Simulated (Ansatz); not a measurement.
Ansatz (a program for electronic structure) run on LaTl3 (P4mm, 4 atoms in the cell): self-consistent single point.

Level of theory: PBEsol, default PAW files made with PBE (plane waves; Ansatz).

The change in words: lattice scaled by 0.98; basis.ecutwfc: 420 eV → 250 eV. Reference geometry:
```
CELL_PARAMETERS angstrom
      4.83763     0.00000     0.00000
      0.00000     4.83763     0.00000
      0.00000     0.00000     4.83763
ATOMIC_POSITIONS crystal
  La 0.00000 0.00000 0.01034
  Tl 0.00000 0.50000 0.50000
  Tl 0.50000 0.00000 0.50000
  Tl 0.50000 0.50000 0.00000
```

Reference input (self-consistent single point, DFT, PBEsol, plane waves, default PAW files made with PBE): basis.ecutwfc = 420 eV; kpoints.mp_grid.grid = 5 5 5; hamiltonian.xc = pbesol; hamiltonian.pseudopotentials = {kind: paw} (the program's default PAW files); scf.occupations.method = fermi_dirac; scf.occupations.width = 0.1 eV. This run's input differs from it in these lines:

Ansatz 0.2 input:
```diff
@@ -3,5 +3,5 @@
   lattice:
-    - [4.837630, 0.000000, 0.000000]
-    - [0.000000, 4.837630, 0.000000]
-    - [0.000000, 0.000000, 4.837630]
+    - [4.740877, 0.000000, 0.000000]
+    - [0.000000, 4.740877, 0.000000]
+    - [0.000000, 0.000000, 4.740877]
   atoms:
@@ -12,3 +12,3 @@
 basis:
-  ecutwfc: 420.0
+  ecutwfc: 250.0
 kpoints:
```

Log, with long lists cut:

```
SCF iter   1: F=—  HF=-40047.753418 eV  |F-HF|=—  |Δ(HF+E_count)|=         —  Δρ=1.85e-2  dr2=2.03e-1  ethr=1.77e-3  ⟨swp⟩=4.4  Hψ=2199  notcnv=0
all-band conjugate gradients solve this SCF's bands
preconditioner: auto → Kerker (q_TF=auto, 2.405 Å⁻¹)
SCF iter   2: F=—  HF=-40047.659105 eV  |F-HF|=—  |Δ(HF+E_count)|=   9.43e-2  Δρ=8.04e-3  dr2=3.08e-2  ethr=4.07e-4  ⟨swp⟩=2.1  Hψ=975  notcnv=0
SCF iter   3: F=—  HF=-40047.647212 eV  |F-HF|=—  |Δ(HF+E_count)|=   1.19e-2  Δρ=1.23e-3  dr2=8.14e-4  ethr=6.15e-5  ⟨swp⟩=2.0  Hψ=868  notcnv=0
SCF iter   4: F=—  HF=-40047.647790 eV  |F-HF|=—  |Δ(HF+E_count)|=   5.78e-4  Δρ=2.09e-4  dr2=7.37e-5  ethr=1.63e-6  ⟨swp⟩=2.0  Hψ=930  notcnv=0
SCF iter   5: F=—  HF=-40047.647712 eV  |F-HF|=—  |Δ(HF+E_count)|=   7.77e-5  Δρ=6.06e-5  dr2=8.44e-6  ethr=1.47e-7  ⟨swp⟩=2.0  Hψ=917  notcnv=0
SCF iter   6: F=—  HF=-40047.647711 eV  |F-HF|=—  |Δ(HF+E_count)|=   1.41e-6  Δρ=1.74e-5  dr2=6.67e-7  ethr=1.69e-8  ⟨swp⟩=2.0  Hψ=664  notcnv=0
SCF iter   7: F=-40047.647711 eV  HF=-40047.647711 eV  |F-HF|=2.28e-9  |Δ(HF+E_count)|=   1.32e-7  Δρ=3.55e-6  dr2=1.26e-8  ethr=2.00e-10  ⟨swp⟩=5.2  Hψ=2313  notcnv=0
SCF 1 converged in 7 iterations: F = -40047.647711 eV  dr2 = 1.26e-8
Free energy (F): -40047.647711 eV
Internal energy: -40047.563812 eV  (E = F + TS)
E sigma→0 (E₀):  -40047.605761 eV
Entropy (-TS):   -0.083899 eV (-20.975 meV/atom)
Fermi energy:    12.268304 eV
--- Forces (eV/Å), atoms counted from 1 ---
  atom   1  La    -0.00000000     0.00000000    -0.26329950
  atom   2  Tl    -0.00000000     0.00000000     0.13829684
  atom   3  Tl    -0.00000000     0.00000000     0.13829684
  atom   4  Tl     0.00000000     0.00000000    -0.01329777
--- Stress (GPa, compression-positive) ---
        2.311047       0.000000      -0.000000
        0.000000       2.311047       0.000000
       -0.000000       0.000000       2.302799
  P = ⅓ Tr σ = 2.3083 GPa (23.083 kbar)
  The stress holds the Pulay correction. Without it, at fixed plane waves, as pw.x and ABINIT print it: P = -22.2223 GPa
```

The run converged in 7 iterations. Against the reference run the free energy goes up by 586 meV/atom, the pressure goes from -1.22 to 2.31 GPa and the largest force goes from 0.214 to 0.263 eV/Å.

The starting cell comes from a database of computed structures (which also holds hypothetical and non-ambient phases and stackings), without a prior relaxation at this level. Its lattice was rescaled by up to half a per cent. One atom was moved a little off its site on purpose. For this run, on top of that: lattice scaled by 0.98. Ansatz's pressure includes its estimate of the finite-basis (Pulay) stress. Without the estimate this run gives -22.22 GPa. The cutoff lies below the one recommended for these files.
